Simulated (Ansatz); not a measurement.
Consider Hf in the hcp (Mg type) structure (space group P6_3/mmc, No. 194).

```
CELL_PARAMETERS angstrom
      3.19790     0.00000     0.00000
     -1.59895     2.76946     0.00000
      0.00000     0.00000     5.04736
ATOMIC_POSITIONS crystal
  Hf 0.66667 0.33333 0.75000
  Hf 0.33333 0.66667 0.25000
```

The values are results of r2SCAN (Ansatz, an electronic-structure program; PAW; 500 eV plane waves; scalar-relativistic without spin-orbit coupling), not measurements.

Base values:

| Quantity | Value |
|---|---|
| Lattice parameter a | 3.198 Å |
| c/a ratio | 1.578 |

It is then changed as follows: cell and atoms relaxed at a pressure of 30 GPa.

Question: Predict the new lattice parameter a and c/a ratio.

Answer: The lattice parameter a falls by 0.2094 Å to 2.988 Å; the c/a ratio rises by 0.0094 (1.578 → 1.588).

Load acts through the strain it causes; cell and atoms are relaxed under it. Whether these cells are dynamically stable was not tested. Competing high-pressure phases were not computed. The final runs are not spin-polarised.
